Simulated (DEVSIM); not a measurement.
abrupt Si n-p junction

Device: abrupt Si n-p junction, at 400 K.

```csv
layer (left to right),material,thickness (μm),Nd (cm⁻³),Na (cm⁻³),τn (s),τp (s)
1,Si,1.30,2e17,-,6.7e-5,6.7e-5
2,Si,5.80,-,2.1e18,6.7e-5,6.7e-5
```

Left contact: ohmic. Right contact: ohmic. Voltage is applied to the left contact. Recombination: SRH at mid-gap, radiative. Mobility is constant in doping.

Constants are typed, rounded textbook-type inputs, not results; the design itself was drawn at random and stands for no fabricated device. Values at 300 K; Nc and Nv go as T^1.5, mobilities as T to minus their exponent, the gap by Varshni's rule with the affinity fixed.

```tsv
parameter	Si
gap (eV)	1.124
affinity (eV)	4.05
permittivity	11.7
Nc (cm⁻³)	2.86e19
Nv (cm⁻³)	3.1e19
μn (cm²/Vs)	1417
μp (cm²/Vs)	470
T exponent of μn	2.3
T exponent of μp	2.2
B (cm³/s)	4.7e-15
Varshni α (eV/K)	0.000473
Varshni β (K)	636
```

DEVSIM, 1D drift-diffusion, Boltzmann statistics, complete ionisation; no tunnelling, impact ionisation, image-force lowering or self-heating.

| Property | Value |
|---|---|
| Potential step across the device at zero bias | 0.803 V |
| Largest field in the device at zero bias | 210000 V/cm |
| Dark forward voltage at 1 A/cm² | 0.455 V |
| Dark forward voltage at 100 A/cm² | 0.615 V |

Dark forward current:

(V (V), J (A/cm²)): (-0.05, -6.2e-6); (-0.10, -3.3e-5); (-0.15, -0.00015); (-0.20, -0.00062); (-0.25, -0.0027); (-0.30, -0.011); (-0.35, -0.048); (-0.45, -0.87); (-0.50, -3.7); (-0.55, -16); (-0.60, -65); (-0.65, -260); (-0.70, -880); (-0.75, -2400)
